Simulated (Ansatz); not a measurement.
Consider HgTe in the zinc blende structure (space group F-43m, No. 216; a = 6.510 Å).

Level of theory: PBEsol, PAW, 420 eV (Ansatz, a program for electronic structure; no spin-orbit coupling), earlier PAW set.

Base values:

```
Item                Value
---------------  --------
Volume per atom  34.49 Å³
```

Now apply this change: every Te is replaced by Ni, then cell and atoms are relaxed.

### Question
What does the calculation give for the volume per atom after the change?

### Answer
The volume per atom drops by 11.66 Å³ (34.49 Å³ → 22.83 Å³).

No phonon test of stability was made. As relaxed here, NiHg is a hypothetical phase, not in the database extracts checked. Starting moments died away, wholly or in part, for Te → Ni; another magnetic solution may exist. All final runs are without spin polarisation.
